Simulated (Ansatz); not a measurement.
Data:

```yaml
crystal:
  lattice:
    - [3.23963, 0.00000, 0.00000]
    - [-1.61981, 2.80560, 0.00000]
    - [0.00000, 0.00000, 3.20444]
  atoms:
    - { symbol: Mo, position: [0.00000, 0.00000, 0.00000] }
    - { symbol: P, position: [0.66667, 0.33333, 0.50000] }
```

No spin polarisation.

Level of theory: plane-wave PAW DFT at the PBEsol level (Ansatz, a quantum-chemistry and plane-wave program, 420 eV), no spin-orbit coupling. Settings: 21×21×18 k-points, 0.1 eV Fermi–Dirac smearing.

Q: Predict the band gap, pressure and space group.

A: The band gap comes out as zero and the pressure (mean of the normal stresses, compression positive) comes out as -6.8 GPa. The space group is P-6m2 (No. 187).

The cells carry an imposed strain or load. No phonon test of stability was made. All final runs are without spin polarisation. The cell was made from MoP (space group P-6m2, No. 187) by this change: isotropic strain +1.00 %.
